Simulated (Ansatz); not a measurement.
A relaxation of cell and atoms of LiLaBi₂ (P4/nmm, 8 atoms in the cell) with Ansatz (a program for electronic structure).

Method: LDA (PW92), harder PAW files (source: ansatz) made with PBE (plane waves; Ansatz).

```yaml
crystal:
  lattice:
    - [4.46993, 0.00000, 0.00000]
    - [0.00000, 4.46993, 0.00000]
    - [0.00000, 0.00000, 10.78971]
  atoms:
    - { symbol: Li, position: [0.00000, 0.00000, 0.00000] }
    - { symbol: Li, position: [0.50000, 0.50000, 0.00000] }
    - { symbol: La, position: [0.00000, 0.50000, 0.25801] }
    - { symbol: La, position: [0.50000, 0.00000, 0.74199] }
    - { symbol: Bi, position: [0.00000, 0.50000, 0.84192] }
    - { symbol: Bi, position: [0.50000, 0.00000, 0.15808] }
    - { symbol: Bi, position: [0.00000, 0.00000, 0.50000] }
    - { symbol: Bi, position: [0.50000, 0.50000, 0.50000] }
```

Reference input (self-consistent single point, DFT, LDA (PW92), plane waves, harder PAW files (source: ansatz) made with PBE): basis.ecutwfc = 57.3 Ry; kpoints.mp_grid.grid = 5 5 2; hamiltonian.xc = lda; hamiltonian.pseudopotentials = {kind: paw, source: ansatz}; scf.occupations.method = cold; scf.occupations.width = 0.02 Ry. This run's input differs from it in these lines:

Ansatz 0.2 input:
```diff
@@ -15,3 +15,3 @@
 basis:
-  ecutwfc: 57.3 Ry
+  ecutwfc: 34.5 Ry
 kpoints:
@@ -23,2 +23,4 @@
   occupations: { method: cold, width: 0.02 Ry }
+relax:
+  cell: {}
 output:
```

The program printed (abridged):

```
   [... SCF lines of the steps left out ...]
relax step   1: F+E_penalty+E_count = -75649.23083793 eV  Δ(F+E_penalty+E_count) = +0.000e0 eV  max|allowed force component| = 7.638e-2 eV/Å  Δτ_max = 0.0000 Å  P = -0.533 GPa  Ω = 215.581 Å³  (11 SCF iters, dr2 threshold 1.00e-7 eV, accepted)
relax step   2: F+E_penalty+E_count = -75649.26996856 eV  Δ(F+E_penalty+E_count) = -3.913e-2 eV  max|allowed force component| = 1.660e-1 eV/Å  Δτ_max = 0.0534 Å  P = +0.494 GPa  Ω = 210.586 Å³  energy of the carried Pulay correction = +2.007e-2 eV  [...]
   [... lines left out ...]
relax step   7: F+E_penalty+E_count = -75649.27247442 eV  Δ(F+E_penalty+E_count) = +3.916e-4 eV  max|allowed force component| = 7.231e-4 eV/Å  Δτ_max = 0.0028 Å  P = +0.002 GPa  Ω = 210.690 Å³  energy of the carried Pulay correction = +1.637e-3 eV  [...]
relax step   8: F+E_penalty+E_count = -75649.27029866 eV  Δ(F+E_penalty+E_count) = +2.176e-3 eV  max|allowed force component| = 7.192e-4 eV/Å  Δτ_max = 0.0000 Å  P = -0.002 GPa  Ω = 210.690 Å³  stress off target by 2.00e-2 GPa  SCF on the basis [...]
basis re-selected at this cell: Δ(F+E_penalty+E_count) = +2.176e-3 eV, ΔP = -0.004 GPa vs the last step
the relaxation is at rest under the 16 symmetry operations that the run kept from its start: a minimum is not shown …
Stability not checked (fill_not_monotonic)
Free energy (F): -75649.270299 eV
Internal energy: -75649.305703 eV  (E = F + TS)
   [... lines left out ...]
Fermi energy:    11.541552 eV
  cell:  # Å, volume = 210.6897 Å³
   [... lines left out ...]
    - { symbol: Bi, position: [1.4804943313042024e-33, 0.49999999999999994, 0.8416811543272977] }
    - { symbol: Bi, position: [0.49999999999999994, -2.9790189027910223e-35, 0.1583188456727022] }
    - { symbol: Bi, position: [-4.934000311233471e-34, -2.9790189027910234e-35, 0.49999999999999994] }
    - { symbol: Bi, position: [0.49999999999999994, 0.49999999999999994, 0.49999999999999994] }
```

The run converged. 

Summary of the result:
```
Item                                                                                                                  Value
-----------------------------------------------  --------------------------------------------------------------------------
Free energy E − TS (on the zero of these files)                                                              -75649.2703 eV
Fermi level (on the code's own zero)                                                                               11.54 eV
Pressure                                                                                                           0.00 GPa
Final cell                                       a = 4.515 Å, b = 4.515 Å, c = 10.334 Å, α = 90.00°, β = 90.00°, γ = 90.00°
Final volume per atom                                                                                              26.34 Å³
Relaxation steps                                                                                                          8
```

The starting cell comes from a database of computed structures (which also holds hypothetical and non-ambient phases and stackings), without a prior relaxation at this level. Its lattice was rescaled by a random factor within 2.5 % of one. The relaxation keeps the symmetry of its start, so its end need not be a minimum. Ansatz's pressure includes its estimate of the finite-basis (Pulay) stress. Without the estimate this run gives -0.65 GPa. The cutoff lies below the one recommended for these files.

Cost on one core of a shared machine: roughly 2 min.
